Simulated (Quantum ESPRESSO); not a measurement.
## Several settings converged on CaGe2Ru2 (I4mm, 5 atoms in the cell)

```
Ca(GeRu)2
1.0
   -2.13697     2.13697     4.99934
    2.13697    -2.13697     4.99934
    2.13697     2.13697    -4.99934
Ca Ge Ru
1 2 2
Direct
  0.00500   0.00500   0.00000
  0.36627   0.36627   0.00000
  0.63373   0.63373   0.00000
  0.75000   0.25000   0.50000
  0.25000   0.75000   0.50000
```

Base method: PBEsol, PSlibrary ultrasoft (PBE) pseudopotentials (plane waves; Quantum ESPRESSO).

Base settings: ecutwfc = 60 Ry; ecutrho = 420 Ry; occupations = smearing; smearing = gaussian; degauss = 0.0073499 Ry; input_dft = pbesol; K_POINTS = automatic 4 4 4 0 0 0; conv_thr = 1e-10 Ry; mixing_beta = 0.4.

The count of work is k-points × plane waves × bands × iterations; it is no time. Core times come from one kind of shared machine, to one figure; runs under 30 s give none.

**The cutoff for other potential files**

Level: DFT, PBEsol, plane waves, PseudoDojo standard norm-conserving (PBESOL) pseudopotentials.

In this ladder: ecutrho = default; input_dft = default; pseudopotentials = {Ca: Ca.upf, Ge: Ge.upf, Ru: Ru.upf}.

The mesh stays at the base's, so the ladder's end is converged at best in this setting alone.

Only quantities that move along the ladder and can be compared are tabulated.

| ecutwfc | free energy less the last step's (meV/atom) | pressure (GPa) | largest difference of a force vector from the last step's (eV/Å) | count of work / last | core time / last (rough) |
|---|---|---|---|---|---|
| 38 Ry | 20493.46 | -658.73 | 0.065 | 0.12 | 0.06 |
| 47 Ry | 4678.07 | -242.34 | 0.044 | 0.16 | 0.08 |
| 59 Ry | 347.20 | -33.22 | 0.017 | 0.20 | 0.10 |
| 85 Ry | 0.88 | -3.46 | 0.000 | 0.38 | 0.2 |
| 170 Ry | 0.00 | -3.45 | 0.000 | 1.0 | 1 |

Coarsest ecutwfc that holds the free energy within 2 meV/atom of the last step, with all finer ones: 85 Ry, at 0.38 of the last step's count of work and about 0.2 of the last step's time; the step before is off by 350 meV/atom.

Coarsest ecutwfc that holds the pressure within 0.1 GPa of the last step, with all finer ones: 85 Ry, at 0.38 of the last step's count of work and about 0.2 of the last step's time; the step before is off by 30 GPa.

Coarsest ecutwfc that holds the forces within 0.02 eV/Å of the last step, with all finer ones: 59 Ry, at 0.20 of the last step's count of work and about 0.10 of the last step's time; the step before is off by 0.044 eV/Å.

At the lowest cutoff the pressure lies 655 GPa under the last step's, the usual sign of Pulay stress in an incomplete plane-wave basis.

**The density cutoff**

The second cell is the first with its lattice scaled by 0.98.

The mesh stays at the base's, so the ladder's end is converged at best in this setting alone.

Only quantities that move along the ladder and can be compared are tabulated.

| ecutrho | free energy less the last step's (meV/atom) | energy of the compressed cell less the first (meV/atom) | pressure (GPa) | largest difference of a force vector from the last step's (eV/Å) | core time / last (rough) |
|---|---|---|---|---|---|
| 120 Ry | -33.14 | 18.31 | 0.15 | 0.028 | 0.2 |
| 240 Ry | -0.30 | 17.31 | -2.34 | 0.000 | 0.4 |
| 420 Ry | -0.04 | 17.30 | -2.36 | 0.000 | 0.5 |
| 960 Ry | 0.00 | 17.30 | -2.36 | 0.000 | 1 |

Coarsest ecutrho that holds the pressure within 1 GPa of the last step, with all finer ones: 240 Ry, at about 0.4 of the last step's time; the step before is off by 2.5 GPa.

Coarsest ecutrho that holds the forces within 0.02 eV/Å of the last step, with all finer ones: 240 Ry, at about 0.4 of the last step's time; the step before is off by 0.028 eV/Å.

Coarsest ecutrho that holds the free energy within 0.5 meV/atom of the last step, with all finer ones: 240 Ry, at about 0.4 of the last step's time; the step before is off by 33 meV/atom.

On the base run: the starting cell comes from a database of computed structures (which also holds hypothetical and non-ambient phases and stackings), without a prior relaxation at this level. Its lattice was rescaled by up to half a per cent. One atom was moved a little off its site on purpose. Spin polarisation is off. Without a gap this mesh is coarse (it stands for a supercell whose shortest vector is 17 Å).
